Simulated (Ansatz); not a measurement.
**Au under a change: pressure 9 GPa**

The reference is Au in the fcc (Cu type) structure (space group Fm-3m, No. 225; a = 4.083 Å).

Modification: a hydrostatic pressure of 9 GPa.

The values are results of PBEsol in Ansatz (plane waves to 420 eV, PAW, no spin-orbit coupling), not measurements. Settings: 20×20×20 k-points, 0.05 eV Fermi–Dirac smearing.

The volume per atom falls by 0.756 Å³ (17.02 Å³ → 16.27 Å³) and the density increases by 0.893 g/cm³ (19.21 g/cm³ → 20.11 g/cm³). The lattice parameter a decreases by 0.061 Å to 4.022 Å and the shortest interatomic distance falls by 0.043 Å, from 2.887 Å to 2.844 Å. The enthalpy H = E + PV relative to the base's energy is +0.93 eV/atom and the band gap stays zero.

Final structure:

```xyz
1
Lattice="0.0000 2.0110 2.0110 2.0110 0.0000 2.0110 2.0110 2.0110 0.0000" Properties=species:S:1:pos:R:3 pbc="T T T"
Au     0.0000     0.0000     0.0000
```

Load acts through the strain it causes; cell and atoms are relaxed under it. Whether these cells are dynamically stable was not tested. Competing high-pressure phases were not computed.

Ansatz is an electronic-structure program.
